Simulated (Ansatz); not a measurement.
Where the default PAW files enter, the runs use the earlier of Ansatz's two default sets.

Inside the gap of an insulator the Bloch states are evanescent, with a wavenumber k + iκ along the transport direction.

Consider the following.

```yaml
crystal:
  lattice:
    - [5.19606, 0.00000, 0.00000]
    - [0.89369, 5.30701, 0.00000]
    - [0.00000, 0.00000, 5.15064]
  atoms:
    - { symbol: Hf, position: [0.72386, 0.70791, 0.45806] }
    - { symbol: Hf, position: [0.27614, 0.29209, 0.54194] }
    - { symbol: Hf, position: [0.27614, 0.79209, 0.95806] }
    - { symbol: Hf, position: [0.72386, 0.20791, 0.04194] }
    - { symbol: O, position: [0.55200, 0.97858, 0.74253] }
    - { symbol: O, position: [0.44800, 0.02142, 0.25747] }
    - { symbol: O, position: [0.44800, 0.52142, 0.24253] }
    - { symbol: O, position: [0.55200, 0.47858, 0.75747] }
    - { symbol: O, position: [0.93164, 0.34625, 0.33076] }
    - { symbol: O, position: [0.06836, 0.65375, 0.66924] }
    - { symbol: O, position: [0.06836, 0.15375, 0.83076] }
    - { symbol: O, position: [0.93164, 0.84625, 0.16924] }
```

Space group of this cell: P2_1/c. The cell is strained (lengths across the current scaled by 1.02, ions clamped); by r2SCAN its mean pressure is -5.9 GPa.

Transport runs along the normal of the first two printed cell vectors.

The gap is the functional's own, uncorrected, and κ follows it; spin-orbit coupling is left out. Mid-gap values are interpolated between the computed energies.

State the band gap and the smallest decay constant κ at mid-gap according to r2SCAN run with Ansatz (a program for electronic structure).

Gap 4.47 eV on a 6×6×6 mesh; κ = 0.375 1/Å, at the zone centre.
